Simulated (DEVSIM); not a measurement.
System: Ti/HfO2/n-Si capacitor, at 300 K.

```
layer (left to right)  material  thickness (nm)  Nd (cm⁻³)
---------------------  --------  --------------  ---------
1                          HfO2            12.0          -
2                            Si             650     7.8e17
```

Metal gate on the left, work function 4.33 eV. Fixed charge at the semiconductor interface 0 cm⁻² (in units of +e); no interface traps.

This is a model device: material constants are rounded textbook-type values typed into the input, and sizes, dopings and lifetimes were drawn at random. Values at 300 K.

```
parameter      HfO2       Si
-------------  ----  -------
gap (eV)        5.7    1.124
affinity (eV)   2.5     4.05
permittivity     22     11.7
Nc (cm⁻³)         -  2.86e19
Nv (cm⁻³)         -   3.1e19
```

Simulated with DEVSIM: 1D Poisson equation in equilibrium, Boltzmann statistics, complete ionisation; no quantum confinement or tunnelling. Metal contacts follow the ideal Schottky-Mott rule: no Fermi-level pinning, no interface dipoles.

### Question
Tabulate band edges, carrier densities and field at -0.5 V on the gate.

### Answer
Energies count from the Fermi level of the right contact; mesh points crowd at the junctions.

```tsv
x (μm)	Ec (eV)	Ev (eV)	n (cm⁻³)	p (cm⁻³)	field (V/cm)
0.000	2.330	-3.370	< 1e2	< 1e2	-180000
0.001049	2.312	-3.388	< 1e2	< 1e2	-180000
0.002856	2.280	-3.420	< 1e2	< 1e2	-180000
0.005772	2.229	-3.471	< 1e2	< 1e2	-180000
0.009677	2.160	-3.540	< 1e2	< 1e2	-180000
0.01126	2.132	-3.567	< 1e2	< 1e2	-180000
0.01217	0.564	-0.560	9.6e9	1.2e10	-330000
0.01404	0.505	-0.619	9.5e10	1.2e9	-310000
0.01714	0.416	-0.708	2.9e12	4.0e7	-270000
0.02322	0.275	-0.849	6.7e14	170000	-190000
0.03437	0.132	-0.992	1.7e17	670	-67000
0.06942	0.093	-1.031	7.8e17	150	-58
0.1260	0.093	-1.031	7.8e17	150	≈ 0
0.2371	0.093	-1.031	7.8e17	150	≈ 0
0.4667	0.093	-1.031	7.8e17	150	≈ 0
0.5632	0.093	-1.031	7.8e17	150	≈ 0
0.6123	0.093	-1.031	7.8e17	150	≈ 0
0.6364	0.093	-1.031	7.8e17	150	≈ 0
0.6524	0.093	-1.031	7.8e17	150	≈ 0
0.6577	0.093	-1.031	7.8e17	150	≈ 0
0.6604	0.093	-1.031	7.8e17	150	≈ 0
0.6620	0.093	-1.031	7.8e17	150	≈ 0
```
